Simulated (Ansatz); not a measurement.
Start from Ir in the fcc (Cu type) structure (space group Fm-3m, No. 225; a = 3.8303 Å).

It is then changed as follows: full substitution Ir → As, then cell and atoms are relaxed.

Levels (all Ansatz, a quantum-chemistry and plane-wave program, PAW, earlier PAW set): PBEsol (420 eV, no SOC); r2SCAN (500 eV, scalar-relativistic without spin-orbit coupling).

The geometry is relaxed with PBEsol.

```
Quantity           Value
---------------  -------
PBEsol pressure  0.0 GPa
```

### Question
What does r2SCAN give at this geometry for the pressure?

### Answer
The pressure goes from zero to 3.0 GPa.

Single points use the geometry relaxed with PBEsol. Their cutoffs differ, which shifts pressures a little. Stability against distortions was not tested. As relaxed here, As is a hypothetical phase, not in the database extracts checked. The final runs are not spin-polarised.
